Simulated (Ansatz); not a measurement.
**rock-salt ZrN (0 0 1) on wurtzite AlN (1 0 0) (film strained to the substrate, started from cuts of the bulks and a machine-learned relaxation; slabs Al20N20 and N12Zr12, which can lie off the formulas)**

A periodic stack without vacuum, rock-salt ZrN (0 0 1) on wurtzite AlN (1 0 0) (film strained to the substrate, started from cuts of the bulks and a machine-learned relaxation; slabs Al20N20 and N12Zr12, which can lie off the formulas): substrate slab Al20N20, film N12Zr12, surface cells [[0, 2], [-1, 0]] and [[-3, 0], [-1, -1]], film strained by -3.7 and +3.0 %, outermost planes AlN/AlN and NZr/NZr as cut, which need not be the usual terminations and can put a slab off its formula.

The start was prepared with a machine-learned potential, and the result is one local minimum, with the in-plane cell held and forces under 0.04 eV/Å; the film can end far from its bulk form.

Calculation: PBE (plane waves to 420 eV, PAW; Ansatz, a program for electronic structure). No spin–orbit coupling; the runs are not spin-polarised; PBE gaps are too small against experiment. Its k-point mesh 3×8×1, Fermi–Dirac width 0.05 eV.

* **interface area**: 31.4 Å²
* **period**: 23.70 Å
* **heights between the nearest atoms of the two slabs at the two interfaces**: 2.22 and 2.22 Å
* **Al–Zr contacts across the interfaces within 1.22 times the sum of covalent radii**: 12, mean 3.32 Å
* **N–Zr contacts across the interfaces within 1.22 times the sum of covalent radii**: 4, mean 2.41 Å

```yaml
crystal:
  lattice:
    - [10.03596, -0.00047, 0.08555]
    - [-0.00013, 3.13009, 0.03218]
    - [3.96590, -0.27779, 23.73108]
  atoms:
    - { symbol: Al, position: [0.20553, 0.52066, 0.09091] }
    - { symbol: Al, position: [0.70494, 0.52033, 0.08421] }
    - { symbol: Al, position: [0.46269, 0.02076, 0.06148] }
    - { symbol: Al, position: [0.98340, 0.02183, 0.05679] }
    - { symbol: N, position: [0.39113, 0.52098, 0.09511] }
    - { symbol: N, position: [0.89607, 0.52186, 0.09192] }
    - { symbol: N, position: [0.17454, 0.02014, 0.05190] }
    - { symbol: N, position: [0.64932, 0.01971, 0.04894] }
    - { symbol: Al, position: [0.15673, 0.02175, 0.20558] }
    - { symbol: Al, position: [0.65886, 0.02159, 0.20345] }
    - { symbol: Al, position: [0.42520, 0.52141, 0.17008] }
    - { symbol: Al, position: [0.92141, 0.52172, 0.16894] }
    - { symbol: N, position: [0.34790, 0.02177, 0.20677] }
    - { symbol: N, position: [0.84765, 0.02203, 0.20682] }
    - { symbol: N, position: [0.11259, 0.52135, 0.16762] }
    - { symbol: N, position: [0.61708, 0.52113, 0.16463] }
    - { symbol: Al, position: [0.10984, 0.52274, 0.31995] }
    - { symbol: Al, position: [0.61107, 0.52247, 0.31862] }
    - { symbol: Al, position: [0.37589, 0.02220, 0.28270] }
    - { symbol: Al, position: [0.87526, 0.02227, 0.28316] }
    - { symbol: N, position: [0.30057, 0.52257, 0.32048] }
    - { symbol: N, position: [0.80031, 0.52259, 0.32156] }
    - { symbol: N, position: [0.06647, 0.02233, 0.28203] }
    - { symbol: N, position: [0.56752, 0.02208, 0.28045] }
    - { symbol: Al, position: [0.06122, 0.02409, 0.43363] }
    - { symbol: Al, position: [0.56641, 0.02333, 0.43176] }
    - { symbol: Al, position: [0.32748, 0.52290, 0.39674] }
    - { symbol: Al, position: [0.82731, 0.52282, 0.39869] }
    - { symbol: N, position: [0.25156, 0.02321, 0.43462] }
    - { symbol: N, position: [0.75344, 0.02302, 0.43763] }
    - { symbol: N, position: [0.01868, 0.52357, 0.39608] }
    - { symbol: N, position: [0.51984, 0.52292, 0.39486] }
    - { symbol: Al, position: [0.03060, 0.52727, 0.54523] }
    - { symbol: Al, position: [0.51349, 0.52495, 0.54062] }
    - { symbol: Al, position: [0.28086, 0.02321, 0.51122] }
    - { symbol: Al, position: [0.77404, 0.02271, 0.51817] }
    - { symbol: N, position: [0.21709, 0.52327, 0.55008] }
    - { symbol: N, position: [0.68939, 0.52238, 0.55354] }
    - { symbol: N, position: [0.97164, 0.02613, 0.51070] }
    - { symbol: N, position: [0.47004, 0.02424, 0.50684] }
    - { symbol: N, position: [0.87574, 0.51272, 0.75189] }
    - { symbol: N, position: [0.53855, 0.51262, 0.75220] }
    - { symbol: N, position: [0.21367, 0.51271, 0.74716] }
    - { symbol: N, position: [0.74666, 0.01153, 0.66033] }
    - { symbol: N, position: [0.41801, 0.01173, 0.64708] }
    - { symbol: N, position: [0.08019, 0.01301, 0.65818] }
    - { symbol: N, position: [0.79834, 0.51411, 0.94267] }
    - { symbol: N, position: [0.45444, 0.51409, 0.95508] }
    - { symbol: N, position: [0.13073, 0.51467, 0.94231] }
    - { symbol: N, position: [0.66320, 0.01339, 0.85417] }
    - { symbol: N, position: [0.33539, 0.01360, 0.85109] }
    - { symbol: N, position: [0.00453, 0.01332, 0.84940] }
    - { symbol: Zr, position: [0.70026, 0.01209, 0.75648] }
    - { symbol: Zr, position: [0.37644, 0.01292, 0.74753] }
    - { symbol: Zr, position: [0.04682, 0.01236, 0.75226] }
    - { symbol: Zr, position: [0.90477, 0.50832, 0.66250] }
    - { symbol: Zr, position: [0.59082, 0.51281, 0.65232] }
    - { symbol: Zr, position: [0.24398, 0.51413, 0.64736] }
    - { symbol: Zr, position: [0.63446, 0.01493, 0.95008] }
    - { symbol: Zr, position: [0.28130, 0.01544, 0.95472] }
    - { symbol: Zr, position: [0.95817, 0.01250, 0.93965] }
    - { symbol: Zr, position: [0.83154, 0.51322, 0.84723] }
    - { symbol: Zr, position: [0.49740, 0.51357, 0.85399] }
    - { symbol: Zr, position: [0.17393, 0.51329, 0.84805] }
```
